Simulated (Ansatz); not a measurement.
Input and output of a self-consistent single point for Sb (Pm-3m, 1 atom in the cell) (Ansatz, a first-principles code).

Method of the run: PBEsol, default PAW files made with PBE (plane waves; Ansatz).

```xyz
1
Lattice="3.0741 0.0000 0.0000 0.0000 3.0741 0.0000 0.0000 0.0000 3.0741" Properties=species:S:1:pos:R:3 pbc="T T T"
Sb     0.0000     0.0000     0.0000
```

Reference input (self-consistent single point, DFT, PBEsol, plane waves, default PAW files made with PBE): basis.ecutwfc = 420 eV; kpoints.mp_grid.grid = 11 11 11; hamiltonian.xc = pbesol; hamiltonian.pseudopotentials = {kind: paw} (the program's default PAW files); scf.occupations.method = gaussian; scf.occupations.width = 0.1 eV. This run's input differs from it in these lines:

Ansatz 0.2 input:
```diff
@@ -11,3 +11,3 @@
 kpoints:
-  mp_grid: { grid: [11, 11, 11] }
+  mp_grid: { grid: [18, 18, 18] }
 hamiltonian:
@@ -16,3 +16,3 @@
 scf:
-  occupations: { method: gaussian, width: 0.1 }
+  occupations: { method: cold, width: 0.1 }
 output:
```

Output, abridged:

```
SCF iter   1: F=—  HF=-6408.058704 eV  |F-HF|=—  |Δ(HF+E_count)|=         —  Δρ=2.19e-3  dr2=8.55e-4  ethr=1.77e-3  ⟨swp⟩=5.1  Hψ=15520  notcnv=0
all-band conjugate gradients solve this SCF's bands
preconditioner: auto → none
SCF iter   2: F=—  HF=-6408.057448 eV  |F-HF|=—  |Δ(HF+E_count)|=   1.26e-3  S|Δr|=    0.00e0  Δρ=1.42e-3  dr2=3.75e-4  ethr=5.70e-6  ⟨swp⟩=2.5  Hψ=5482  notcnv=0
   [... lines left out ...]
SCF iter   5: F=—  HF=-6408.057306 eV  |F-HF|=—  |Δ(HF+E_count)|=   1.78e-6  S|Δr|=    0.00e0  Δρ=1.48e-4  dr2=3.21e-6  ethr=4.42e-8  ⟨swp⟩=1.0  Hψ=2543  notcnv=0
SCF iter   6: F=—  HF=-6408.057305 eV  |F-HF|=—  |Δ(HF+E_count)|=   1.75e-6  S|Δr|=    0.00e0  Δρ=5.29e-5  dr2=4.14e-7  ethr=2.14e-8  ⟨swp⟩=2.3  Hψ=3852  notcnv=0
SCF iter   7: F=-6408.057304 eV  HF=-6408.057304 eV  |F-HF|=3.64e-9  |Δ(HF+E_count)|=   2.65e-7  S|Δr|=    0.00e0  Δρ=5.57e-6  dr2=3.53e-9  ethr=6.67e-10  ⟨swp⟩=7.1  Hψ=12780  notcnv=0
SCF 1 converged in 7 iterations: F = -6408.057304 eV  dr2 = 3.53e-9
Stability not checked (fill_not_monotonic)
Free energy (F): -6408.057304 eV
Internal energy: -6408.057085 eV  (E = F + TS)
E sigma→0 (E₀):  -6408.057231 eV
Entropy (-TS):   -0.000219 eV (-0.219 meV/atom)
Fermi energy:    10.262956 eV
--- Forces (eV/Å), atoms counted from 1 ---
  atom   1  Sb    -0.00000000     0.00000000    -0.00000000
--- Stress (GPa, compression-positive) ---
       -0.706913       0.000000       0.000000
       -0.000000      -0.706913       0.000000
        0.000000       0.000000      -0.706913
  P = ⅓ Tr σ = -0.7069 GPa (-7.069 kbar)
  The stress holds the Pulay correction. Without it, at fixed plane waves, as pw.x and ABINIT print it: P = -0.7430 GPa
```

The run converged in 7 iterations. Against the reference run the free energy goes down by 19.3 meV/atom and the pressure goes from -0.45 to -0.71 GPa.

The starting cell comes from a database of computed structures (which also holds hypothetical and non-ambient phases and stackings), without a prior relaxation at this level. Its lattice was rescaled by up to half a per cent. Ansatz's pressure includes its estimate of the finite-basis (Pulay) stress.
